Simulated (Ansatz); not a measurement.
The parent structure is MoS$_{2}$ in the 2H-MoS2 type structure (space group P6_3/mmc, No. 194; a = 3.1730 Å, c = 12.4366 Å; layered, stacked along the Cartesian z axis).

All numbers come from Ansatz (a first-principles code) r2SCAN+rVV10, scalar-relativistic without spin-orbit coupling.

Before the change:

- c/a ratio: 3.920
- Lattice parameter a: 3.173 Å

Modification: hydrostatic tension (pressure −1 GPa).

Q: Predict the new c/a ratio.

A: The c/a ratio increases by 0.089, from 3.920 to 4.009.

Q: How does this affect the lattice parameter a?

A: The lattice parameter a grows by 0.009 Å, from 3.173 Å to 3.182 Å.

Load acts through the strain it causes; cell and atoms are relaxed under it. Stability against distortions was not tested.
